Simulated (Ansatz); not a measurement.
Base system: ZrIr₂ in the cubic Laves (MgCu2 type) structure (space group Fd-3m, No. 227; a = 7.346 Å).

One thing is altered: the cell is scaled by 1.0122 in all directions; the atoms relax in the strained cell.

Levels (all Ansatz, a first-principles code, PAW): PBEsol (420 eV, scalar-relativistic without spin-orbit coupling); PBEsol+SOC (420 eV, noncollinear with spin-orbit coupling).

The geometry is relaxed with PBEsol.

| Quantity | Result |
|---|---|
| PBEsol pressure | -9.0 GPa |

With PBEsol+SOC at the same geometry, the pressure increases by 0.2 GPa to -8.8 GPa.

Single points use the geometry relaxed with PBEsol. The spin-orbit shifts are approximate. No phonon test of stability was made. The runs without spin-orbit coupling are not spin-polarised.
